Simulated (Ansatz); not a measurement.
# MoF6 (Im-3m): band-edge transport data

Given:

```
CELL_PARAMETERS angstrom
     -3.21777     3.21777     3.21777
      3.21777    -3.21777     3.21777
      3.21777     3.21777    -3.21777
ATOMIC_POSITIONS crystal
  Mo 0.00000 0.00000 0.00000
  F  0.71568 0.71568 0.00000
  F  0.28432 0.28432 0.00000
  F  0.00000 0.71568 0.71568
  F  0.00000 0.28432 0.28432
  F  0.71568 0.00000 0.71568
  F  0.28432 0.00000 0.28432
```

The numbers are results of PBEsol+D3BJ, rigid bands (plane waves, PAW, scalar-relativistic; Ansatz, a quantum-chemistry and plane-wave program), not measurements. How the cell was made: cell and atoms relaxed with PBEsol+d3bj.

The band gap is 4.36 eV, the electron conductivity mass (300 K, dilute) comes out as 26 mₑ and the effective density of states N_c (300 K) comes out as 7.4e21 cm⁻³. The density-of-states mass, electrons is 44 mₑ and the Seebeck coefficient, n-type 1e19 cm⁻³, 300 K comes out as -699 μV/K.

Rigid bands; masses and Seebeck coefficients take one relaxation time τ for all states and one kind of carrier; polarons and phonon drag are left out. Spin-orbit coupling is left out. Geometry: cell and atoms relaxed with PBEsol+D3(BJ).

Computed structure with no diffraction record at hand here (it may be known, metastable or hypothetical): MoF6 (Im-3m). PBEsol with a dispersion correction tends to overbind, so the cell can be several per cent short, in bad cases over ten, which usually narrows a gap: MoF6 (Im-3m).
